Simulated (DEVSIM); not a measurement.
# abrupt InP p-n junction

Device: abrupt InP p-n junction, at 250 K.

| layer (left to right) | material | thickness (μm) | Nd (cm⁻³) | Na (cm⁻³) | τn (s) | τp (s) |
|---|---|---|---|---|---|---|
| 1 | InP | 13.0 | - | 2.3e17 | 8.9e-10 | 8.9e-10 |
| 2 | InP | 300 | 4.7e15 | - | 8.9e-10 | 8.9e-10 |

Left contact: ohmic. Right contact: ohmic. Voltage is applied to the left contact. Recombination: SRH at mid-gap, radiative, Auger. Mobility is constant in doping.

Constants are typed, rounded textbook-type inputs, not results; the design itself was drawn at random and stands for no fabricated device. Values at 300 K; Nc and Nv go as T^1.5, mobilities as T to minus their exponent, the gap by Varshni's rule with the affinity fixed.

| parameter | InP |
|---|---|
| gap (eV) | 1.344 |
| affinity (eV) | 4.38 |
| permittivity | 12.5 |
| Nc (cm⁻³) | 5.7e17 |
| Nv (cm⁻³) | 1.1e19 |
| μn (cm²/Vs) | 5200 |
| μp (cm²/Vs) | 170 |
| T exponent of μn | 2 |
| T exponent of μp | 2 |
| B (cm³/s) | 1.2e-10 |
| Cn (cm⁶/s) | 9e-31 |
| Cp (cm⁶/s) | 9e-31 |
| Varshni α (eV/K) | 0.000363 |
| Varshni β (K) | 162 |

DEVSIM, 1D drift-diffusion, Boltzmann statistics, complete ionisation; no tunnelling, impact ionisation, image-force lowering or self-heating.

```
Property                                           Result
---------------------------------------------  ----------
Potential step across the device at zero bias     1.185 V
Largest field in the device at zero bias       41000 V/cm
Dark forward voltage at 1 A/cm²                   1.006 V
Dark forward voltage at 100 A/cm²                 1.668 V
```

Dark reverse current:

```csv
V (V),J (A/cm²)
-0.40,-4.7e-11
-1.00,-9.6e-11
-2.00,-1.6e-10
-3.00,-2.1e-10
-4.00,-2.6e-10
-6.00,-3.4e-10
-8.00,-4.0e-10
-10.00,-4.6e-10
-13.00,-5.4e-10
-16.00,-6.1e-10
-20.00,-7.0e-10
```

Small-signal capacitance in reverse bias (quasi-static):

```
V (V)  C (nF/cm²)
-----  ----------
-0.4         16.3
-1           13.8
-2           11.4
-3           9.93
-4           8.91
-6           7.56
-8           6.68
-10          6.05
-13          5.37
-16          4.88
-20          4.40
```
